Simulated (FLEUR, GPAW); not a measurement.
A GPAW input for a self-consistent single point of TiZn3 (P6_3/mmc, 8 atoms in the cell) (DFT PBEsol, plane waves, GPAW PAW datasets PBEsol (made by gpaw-setup)):

```python
from ase import Atoms
from ase.units import GPa
from gpaw import GPAW, PW

atoms = Atoms(['Ti', 'Ti', 'Zn', 'Zn', 'Zn', 'Zn', 'Zn', 'Zn'],
              cell=[[5.477503, 0.000000, 0.000000],
                    [-2.738751, 4.743657, 0.000000],
                    [0.000000, 0.000000, 4.229421]],
              scaled_positions=[[0.666667, 0.333333, 0.250000],
                                [0.333333, 0.666667, 0.750000],
                                [0.329540, 0.164770, 0.750000],
                                [0.670460, 0.835230, 0.250000],
                                [0.164770, 0.329540, 0.250000],
                                [0.835230, 0.670460, 0.750000],
                                [0.835230, 0.164770, 0.750000],
                                [0.164770, 0.835230, 0.250000]],
              pbc=True)

calc = GPAW(mode=PW(850),
            xc='PBEsol',
            kpts=(5, 5, 5),
            occupations={'name': 'methfessel-paxton', 'width': 0.1, 'order': 0},
            nbands=-14,
            convergence={'density': 1e-05},
            symmetry={'symmorphic': False, 'tolerance': 0.0005},
            maxiter=100)

atoms.calc = calc

energy = atoms.get_potential_energy()
print('Energy (eV):', round(energy, 6))
forces = atoms.get_forces()
print('Forces (eV/Ang):')
print(forces.round(5))
stress = atoms.get_stress()
print('Stress (GPa, Voigt):', (stress / GPa).round(4))
```

### Question
Give the FLEUR input for the same structure, mesh, smearing and functional.

### Answer
This is the input that was run; spellings and numerical settings could be chosen otherwise.

Input of the input generator:

```
scf TiZn3
&input film=f /
10.3509807925 -0.0000005364 0.0000000000
-5.1754899317 8.9642125886 0.0000000000
0.0000000000 0.0000000000 7.9924473557
1.0
1.0 1.0 1.0

8
22 0.6666666667 0.3333333333 0.2500000000
22 0.3333333333 0.6666666667 0.7500000000
30 0.3295400000 0.1647700000 0.7500000000
30 0.6704600000 0.8352300000 0.2500000000
30 0.1647700000 0.3295400000 0.2500000000
30 0.8352300000 0.6704600000 0.7500000000
30 0.8352300000 0.1647700000 0.7500000000
30 0.1647700000 0.8352300000 0.2500000000

&comp jspins=1 /
&exco xctyp='PBEs' /
&kpt div1=5 div2=5 div3=5 /
&end /
```

```xml
<?xml version="1.0" encoding="UTF-8" standalone="no"?>
<fleurInput fleurInputVersion="0.39">
   <comment>
      scf TiZn3                                                                                           
   </comment>
   <calculationSetup>
      <cutoffs Kmax="4.2" Gmax="16.8" GmaxXC="16.8" numbands="0"/>
      <scfLoop itmax="60" minDistance="0.00001" maxIterBroyd="40" imix="Anderson" alpha="0.05" precondParam="0.0" spinf="2.0"/>
      <coreElectrons ctail="T" frcor="F" kcrel="0" coretail_lmax="0"/>
      <xcFunctional name="PBEs" relativisticCorrections="F"/>
      <magnetism jspins="1"/>
      <soc l_soc="F" theta="0.0" phi="0.0" spav="F"/>
      <expertModes spex="0" secvar="F"/>
      <geometryOptimization l_f="T" forcealpha="1.0" forcemix="BFGS" epsdisp="0.00001" epsforce="0.00001"/>
      <ldaU l_linMix="F" mixParam="0.05" spinf="1.0"/>
   </calculationSetup>
   <cell>
      <bzIntegration valenceElectrons="96.0" mode="gauss" fermiSmearingEnergy="0.00367493">
         <kPointListSelection listName="default-1"/>
         <!-- k-points included here -->
         <xi:include xmlns:xi="http://www.w3.org/2001/XInclude" href="kpts.xml"> </xi:include>
      </bzIntegration>
      <!-- symmetry operations included here -->
      <xi:include xmlns:xi="http://www.w3.org/2001/XInclude" href="sym.xml"> </xi:include>
      <bulkLattice scale="1.0">
         <bravaisMatrix>
            <row-1>   10.3509807924999997    -0.0000005364000000     0.0000000000000000</row-1>
            <row-2>   -5.1754899316999996     8.9642125886000006     0.0000000000000000</row-2>
            <row-3>    0.0000000000000000     0.0000000000000000     7.9924473557000004</row-3>
         </bravaisMatrix>
      </bulkLattice>
   </cell>
   <atomSpecies>
      <species name="Titanium (Ti)" element="Ti" atomicNumber="22">
         <mtSphere radius="2.40" gridPoints="829" logIncrement="0.015"/>
         <atomicCutoffs lmax="10" lnonsphr="8"/>
         <electronConfig flipSpins="F">
            <coreConfig>(1s1/2) (2s1/2) (2p1/2) (2p3/2)</coreConfig>
            <valenceConfig>(3s1/2) (3p1/2) (3p3/2) (4s1/2) (3d3/2) (3d5/2)</valenceConfig>
            <stateOccupation state="(3d3/2)" spinUp="0.4" spinDown="0.4"/>
            <stateOccupation state="(3d5/2)" spinUp="0.6" spinDown="0.6"/>
         </electronConfig>
         <energyParameters s="4" p="4" d="3" f="4"/>
         <lo type="SCLO" l="0" n="3" eDeriv="0"/>
         <lo type="SCLO" l="1" n="3" eDeriv="0"/>
      </species>
      <species name="Zinc (Zn)" element="Zn" atomicNumber="30">
         <mtSphere radius="2.37" gridPoints="817" logIncrement="0.015"/>
         <atomicCutoffs lmax="10" lnonsphr="8"/>
         <electronConfig flipSpins="F">
            <coreConfig>(1s1/2) (2s1/2) (2p1/2) (2p3/2) (3s1/2) (3p1/2) (3p3/2)</coreConfig>
            <valenceConfig>(4s1/2) (3d3/2) (3d5/2)</valenceConfig>
         </electronConfig>
         <energyParameters s="4" p="4" d="3" f="4"/>
         <lo type="HELO" l="2" n="4" eDeriv="0"/>
      </species>
   </atomSpecies>
   <atomGroups>
      <atomGroup species="Titanium (Ti)">
         <relPos label="                   1">-1.000/3.000 1.000/3.000 1.000/4.000</relPos>
         <relPos label="                   2">1.000/3.000 -1.000/3.000 -1.000/4.000</relPos>
         <force calculate="T" relaxXYZ="TTT"/>
      </atomGroup>
      <atomGroup species="Zinc (Zn)">
         <relPos label="                   3">.3295400000 .1647700000 -1.000/4.000</relPos>
         <relPos label="                   4">-.3295400000 -.1647700000 1.000/4.000</relPos>
         <relPos label="                   5">.1647700000 .3295400000 1.000/4.000</relPos>
         <relPos label="                   6">-.1647700000 -.3295400000 -1.000/4.000</relPos>
         <relPos label="                   7">-.1647700000 .1647700000 -1.000/4.000</relPos>
         <relPos label="                   8">.1647700000 -.1647700000 1.000/4.000</relPos>
         <force calculate="T" relaxXYZ="TTT"/>
      </atomGroup>
   </atomGroups>
   <output dos="F" band="F" slice="F">
      <checks vchk="F" cdinf="F"/>
      <bandDOS minEnergy="-.5*Htr" maxEnergy="0.5*Htr" sigma="0.015" storeEVData="T"/>
      <vacuumDOS vacdos="F" integ="F" star="F" nstars="0" locx1="0.0" locy1="0.0" locx2="0.0" locy2="0.0" nstm="0" tworkf="0.0"/>
      <unfoldingBand unfoldBand="F" supercellX="1" supercellY="1" supercellZ="1"/>
      <plotting iplot="0" polar="F">
         <plot TwoD="T" vec1="  1.0  0.0  0.0" vec2="  0.0  1.0  0.0" vec3="  0.0  0.0  1.0" zero="  0.0  0.0  0.0" file="plot"/>
      </plotting>
      <chargeDensitySlicing numkpt="0" minEigenval="0.0" maxEigenval="0.0" nnne="0" pallst="F"/>
      <specialOutput eonly="F"/>
      <magneticCircularDichroism mcd="F" energyLo="-10.0" energyUp="0.0"/>
   </output>
  <!-- We include the file relax.xml here to enable relaxations (see documentation) -->
  <xi:include xmlns:xi="http://www.w3.org/2001/XInclude" href="relax.xml"> <xi:fallback/> </xi:include>
</fleurInput>
```

Basis, cutoffs, solver keys and any potentials are the target program's own. This input uses DFT, PBEsol, all-electron FLAPW (FLEUR), scalar-relativistic valence.

The starting cell comes from a database of computed structures (which also holds hypothetical and non-ambient phases and stackings), without a prior relaxation at this level. Its lattice was rescaled by a random factor within 2.5 % of one. For this run, on top of that: lattice scaled by 0.98.
